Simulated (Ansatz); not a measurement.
Cost and result by functional for the surface energy of the (311) surface of alpha tin in its 1x1 cell, outermost plane spacing 1.51 Å in the ideal cut, in Ansatz (plane waves, PAW). Single points on the PBE structure, on one kind of machine; costs are rough ratios of the slab run's core time (references not counted) to the cheapest single point. r2SCAN's cost holds its higher cutoff (500 against 420 eV). Differences are taken against r2SCAN for comparison alone: no measured value is at hand, so the table doesn't rank accuracy.

Model: 12-atom slab, 11.5 Å thick at the start, 8x5x1 mesh, Fermi-Dirac 0.1 eV, dipole correction, all atoms relaxed; held to the part of the start's symmetry that mesh and held atoms allow; no spin, no spin-orbit, no U. These notes are the PBE run's.

```json
[
 {"functional": "LDA", "relative cost": "1", "surface energy (J/m²)": "0.71", "less r2SCAN (J/m²)": "-0.04"},
 {"functional": "RPBE", "relative cost": "1", "surface energy (J/m²)": "0.52", "less r2SCAN (J/m²)": "-0.24"},
 {"functional": "PBEsol", "relative cost": "1", "surface energy (J/m²)": "0.65", "less r2SCAN (J/m²)": "-0.11"},
 {"functional": "r2SCAN", "relative cost": "2", "surface energy (J/m²)": "0.76", "less r2SCAN (J/m²)": "0.00"},
 {"functional": "PBE (the relaxed run's value)", "relative cost": "–", "surface energy (J/m²)": "0.58", "less r2SCAN (J/m²)": "-0.18"}
]
```

The values span 0.24 J/m², while the single points' costs differ by a factor of roughly 2. Differences are of unrounded values.

Ansatz is a quantum-chemistry and plane-wave program.
